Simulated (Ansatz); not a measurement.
Cu, response to strain

Consider Cu in the fcc (Cu type) structure (space group Fm-3m, No. 225; a = 3.518 Å; relaxed with 0.1 eV smearing). Axes: x, y, z lie along the cube axes.

Strains are applied to the cell and any free atomic positions relax; under biaxial strain the out-of-plane vector relaxes too.

Computed with plane-wave PAW DFT at the LDA level (Ansatz, an electronic-structure program, 420 eV), scalar-relativistic without spin-orbit coupling.

Notes on the quantities. energy relative to the base: free energy F.

| biaxial strain, plane normal [111], relaxed out of plane (%) | energy relative to the base (meV/atom) |
|---|---|
| 0 | 0.0 |
| 0.42 | 0.4 |
| 0.83 | ? |
| 1.25 | 3.6 |
| 1.67 | 6.2 |
| 2.08 | 9.5 |
| 2.5 | 13.4 |

Q: Fit ΔE = Aε² + Bε³ (ε in %) to the rows shown and predict the withheld row.

A: Least squares on the printed values gives A = 2.42 and B = -0.11 meV/atom (largest residual 0.0 meV/atom); this predicts 1.6 meV/atom, and the run gives 1.6 meV/atom, in agreement.

No phonon test of stability was made. All final runs are without spin polarisation.
